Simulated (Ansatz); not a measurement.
**MgS: pressure series**

The reference is MgS in the rock salt structure (space group Fm-3m, No. 225; a = 5.2296 Å).

Cell and atoms are relaxed at each pressure.

All numbers come from Ansatz (a quantum-chemistry and plane-wave program), PBE, PAW, cutoff 420 eV, scalar-relativistic without spin-orbit coupling, earlier PAW set.

Candidates:
(a) pressure 10 GPa
(b) pressure 5 GPa
(c) pressure 0.7 GPa
(d) pressure 0.3 GPa
(e) pressure 1.5 GPa

For the base:

The smallest direct gap is 3.60 eV.

Q: Order them by smallest direct gap, lowest first.

A: (d) pressure 0.3 GPa (3.63 eV), (c) pressure 0.7 GPa (3.68 eV), (e) pressure 1.5 GPa (3.76 eV), (b) pressure 5 GPa (4.08 eV), (a) pressure 10 GPa (4.50 eV)

Load acts through the strain it causes; cell and atoms are relaxed under it. No phonon test of stability was made. Competing high-pressure phases were not computed.
